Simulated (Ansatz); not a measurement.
## Response to strain in Ga2O3

Start from Ga2O3 in the corundum structure (space group R-3c, No. 167; a = 5.000 Å, c = 13.449 Å (hexagonal axes)).

Strains are applied to the cell and any free atomic positions relax.

Computed with DFT with PBEsol, PAW potentials and a 420 eV plane-wave cutoff in Ansatz (a program for electronic structure), no spin-orbit coupling.

Notes on the quantities. energy relative to the base: free energy F.

```json
[
 {"isotropic strain (%)": "0", "energy relative to the base (meV/atom)": "0.0"},
 {"isotropic strain (%)": "0.75", "energy relative to the base (meV/atom)": "?"},
 {"isotropic strain (%)": "1.5", "energy relative to the base (meV/atom)": "12.9"},
 {"isotropic strain (%)": "2.25", "energy relative to the base (meV/atom)": "28.2"},
 {"isotropic strain (%)": "3", "energy relative to the base (meV/atom)": "48.8"}
]
```

Question: Fit ΔE = Aε² + Bε³ (ε in %) to the rows shown and predict the withheld row.

Answer: Least squares on the printed values gives A = 6.03 and B = -0.20 meV/atom (largest residual 0.0 meV/atom); this predicts 3.3 meV/atom, and the run gives 3.3 meV/atom, in agreement.

Stability against distortions was not tested.
